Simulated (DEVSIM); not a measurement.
System: abrupt Ge p-n junction, at 300 K.

```tsv
layer (left to right)	material	thickness (μm)	Nd (cm⁻³)	Na (cm⁻³)	τn (s)	τp (s)
1	Ge	2.70	-	1.1e17	7.5e-5	7.5e-5
2	Ge	36.0	2.8e14	-	7.5e-5	7.5e-5
```

Left contact: ohmic. Right contact: ohmic. Voltage is applied to the left contact. Recombination: SRH at mid-gap, radiative. Mobility is μmin + (μ − μmin)/(1 + (N/Nref)^α).

Constants are typed, rounded textbook-type inputs, not results; the design itself was drawn at random and stands for no fabricated device. Values at 300 K.

```csv
parameter,Ge
gap (eV),0.664
affinity (eV),4
permittivity,16
Nc (cm⁻³),1.04e19
Nv (cm⁻³),6e18
μn (cm²/Vs),3900
μp (cm²/Vs),1900
"μn,min",150
"μp,min",100
"Nref,n",2.6e17
"Nref,p",4e17
αn,0.56
αp,0.6
B (cm³/s),6.4e-14
```

DEVSIM, 1D drift-diffusion, Boltzmann statistics, complete ionisation; no tunnelling, impact ionisation, image-force lowering or self-heating.

The thickness of layer 1 was swept, all else fixed.

```
thickness of layer 1 (μm)  dark forward voltage at 100 A/cm² (V)  dark forward voltage at 1 A/cm² (V)
-------------------------  -------------------------------------  -----------------------------------
0.54                                                       0.436                                0.153
0.94                                                       0.419                                0.156
1.6                                                        0.404                                0.157
2.7                                                        0.394                                0.159
4.6                                                          [?]                                0.160
8.1                                                        0.382                                0.160
14                                                         0.379                                0.160
```

Q: Complete the blanks.

A: 
- 4.6, dark forward voltage at 100 A/cm² (V): 0.387
